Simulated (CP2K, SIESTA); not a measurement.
A SIESTA input for a relaxation of cell and atoms of BaTiO3 (Pm-3m, 5 atoms in the cell) (DFT, GGA PBE, numerical atomic orbitals DZP, PseudoDojo PBE standard norm-conserving potentials (rewritten from UPF to PSML)):

```
# files in the folder: Ba.psml Ti.psml O.psml (PseudoDojo PBE standard)
SystemName  BaTiO3
SystemLabel siesta

NumberOfAtoms                5
NumberOfSpecies              3
%block ChemicalSpeciesLabel
  1 56 Ba
  2 22 Ti
  3 8 O
%endblock ChemicalSpeciesLabel
LatticeConstant              1.0 Ang
%block LatticeVectors
     4.069398000    0.000000000    0.000000000
     0.000000000    4.069398000    0.000000000
     0.000000000    0.000000000    4.069398000
%endblock LatticeVectors
AtomicCoordinatesFormat      Ang
%block AtomicCoordinatesAndAtomicSpecies
     2.034699000    2.034699000    2.034699000  1
     0.000000000    0.000000000    0.000000000  2
     2.034699000    0.000000000    0.000000000  3
     0.000000000    2.034699000    0.000000000  3
     0.000000000    0.000000000    2.034699000  3
%endblock AtomicCoordinatesAndAtomicSpecies

XC.functional                GGA
XC.authors                   PBE
PAO.BasisSize                DZP
PAO.EnergyShift              0.01 Ry
MeshCutoff                   300 Ry
%block kgrid.MonkhorstPack
    4   0   0  0.0
    0   4   0  0.0
    0   0   4  0.0
%endblock kgrid.MonkhorstPack
OccupationFunction           FD
ElectronicTemperature        10 K

MaxSCFIterations             150
SCF.Mixer.Method             Pulay
SCF.Mixer.Weight             0.1
SCF.Mixer.History            6
SCF.DM.Tolerance             1.0E-05
Diag.ParallelOverK           true
MD.TypeOfRun                 CG
MD.Steps                     40
MD.MaxForceTol               0.02 eV/Ang
MD.VariableCell              true
MD.MaxStressTol              0.05 GPa
WriteForces                  true
```

Q: Give the CP2K input for the same structure, mesh, smearing and functional.

A: One input that does it (others would too):

```
&GLOBAL
  PROJECT run
  RUN_TYPE CELL_OPT
  PRINT_LEVEL MEDIUM
&END GLOBAL
&FORCE_EVAL
  METHOD Quickstep
  STRESS_TENSOR ANALYTICAL
  &DFT
    BASIS_SET_FILE_NAME BASIS_MOLOPT
    POTENTIAL_FILE_NAME GTH_POTENTIALS
    &QS
      METHOD GPW
      EPS_DEFAULT 1E-10
      EXTRAPOLATION USE_GUESS
    &END QS
    &MGRID
      CUTOFF 600
      REL_CUTOFF 40
      NGRIDS 5
    &END MGRID
    &SCF
      SCF_GUESS ATOMIC
      EPS_SCF 1E-7
      MAX_SCF 100
      ADDED_MOS 8
      &DIAGONALIZATION
        ALGORITHM STANDARD
      &END DIAGONALIZATION
      &MIXING
        METHOD BROYDEN_MIXING
        ALPHA 0.4
        NBUFFER 8
        BETA 1
      &END MIXING
    &END SCF
    &KPOINTS
      SCHEME MACDONALD 4 4 4 0.125 0.125 0.125
    &END KPOINTS
    &XC
      &XC_FUNCTIONAL PBE
      &END XC_FUNCTIONAL
    &END XC
    &PRINT
      &MO
        EIGENVALUES T
        OCCUPATION_NUMBERS T
        NDIGITS 8
        FILENAME mo
        &EACH
          QS_SCF 0
        &END EACH
        ADD_LAST NUMERIC
      &END MO
      &MULLIKEN ON
      &END MULLIKEN
    &END PRINT
  &END DFT
  &SUBSYS
    &CELL
      A 4.06939800 0.00000000 0.00000000
      B 0.00000000 4.06939800 0.00000000
      C 0.00000000 0.00000000 4.06939800
      PERIODIC XYZ
    &END CELL
    &COORD
      SCALED
      Ba       0.50000000     0.50000000     0.50000000
      Ti       0.00000000     0.00000000     0.00000000
      O        0.50000000     0.00000000     0.00000000
      O        0.00000000     0.50000000     0.00000000
      O        0.00000000     0.00000000     0.50000000
    &END COORD
    &KIND Ba
      BASIS_SET DZVP-MOLOPT-SR-GTH-q10
      POTENTIAL GTH-PBE-q10
    &END KIND
    &KIND Ti
      BASIS_SET DZVP-MOLOPT-SR-GTH-q12
      POTENTIAL GTH-PBE-q12
    &END KIND
    &KIND O
      BASIS_SET DZVP-MOLOPT-SR-GTH-q6
      POTENTIAL GTH-PBE-q6
    &END KIND
  &END SUBSYS
  &PRINT
    &FORCES ON
    &END FORCES
    &STRESS_TENSOR ON
    &END STRESS_TENSOR
  &END PRINT
&END FORCE_EVAL
&MOTION
  &CELL_OPT
    OPTIMIZER BFGS
    MAX_ITER 60
    MAX_FORCE 4E-4
    RMS_FORCE 3E-4
    EXTERNAL_PRESSURE [GPa] 0
    PRESSURE_TOLERANCE [bar] 200
  &END CELL_OPT
  &PRINT
    &CELL ON
    &END CELL
    &RESTART OFF
    &END RESTART
    &RESTART_HISTORY OFF
    &END RESTART_HISTORY
  &END PRINT
&END MOTION
```

Basis settings and potentials, where a program has them, do not carry over. This input uses DFT PBE, GPW, DZVP-MOLOPT-SR-GTH basis, GTH-PBE potentials (GTH_POTENTIALS).

The starting cell comes from a database of computed structures (which also holds hypothetical and non-ambient phases and stackings), without a prior relaxation at this level. Its lattice was rescaled by a random factor within 2.5 % of one.
